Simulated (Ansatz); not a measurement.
Take CdS in the zinc blende structure (space group F-43m, No. 216; a = 5.927 Å) as the base.

Modification: hydrostatic tension (pressure −1 GPa).

Levels (all Ansatz, a program for electronic structure, PAW): PBE (420 eV, without spin-orbit coupling); r2SCAN (500 eV, spin-orbit coupling left out); HSE06 (420 eV, scalar-relativistic without spin-orbit coupling); PBE+SOC (420 eV, with spin-orbit coupling).

One geometry, relaxed with PBE, under each level:

Notes on the quantities. hole mass: degenerate bands, along [100].

The valence-band top lists the three highest levels at Γ (Kramers pairs under SOC), from the VBM.

| level | band gap | lowest conduction level above the VBM at special points | valence-band top at Γ | electron mass | hole mass | pressure |
|---|---|---|---|---|---|---|
| PBE | 1.00 eV | Γ 1.00 eV; L 2.90 eV; X 3.66 eV; K 4.22 eV | 0.00, 0.00, 0.00 eV | 0.12 mₑ (at Γ) | 0.12, 0.85, 0.85 mₑ (at Γ) | -1.00 GPa |
| r2SCAN | ? | ? | – | ? | ? | ? |
| HSE06 | 1.99 eV | Γ 1.99 eV; L 3.98 eV; X 4.55 eV | – | – | – | – |
| PBE+SOC | 0.98 eV | Γ 0.98 eV; L 2.89 eV; X 3.64 eV; K 4.20 eV | 0.00, 0.00, -0.05 eV | 0.12 mₑ (at Γ) | 0.16, 0.96 mₑ (at Γ) | -1.05 GPa |

Give the withheld r2SCAN results.


- r2SCAN, band gap: 1.44 eV
- r2SCAN, lowest conduction level above the VBM at special points: Γ 1.44 eV; L 3.37 eV; X 3.95 eV; K 4.60 eV
- r2SCAN, electron mass: 0.15 mₑ (at Γ)
- r2SCAN, hole mass: 0.16, 0.84, 0.84 mₑ (at Γ)
- r2SCAN, pressure: -2.43 GPa

Single points use the geometry relaxed with PBE. Their cutoffs differ, which shifts pressures a little. The spin-orbit shifts are approximate. Load acts through the strain it causes; cell and atoms are relaxed under it. Masses are band curvatures over ±0.01 Å⁻¹ around the edge. No phonon test of stability was made.
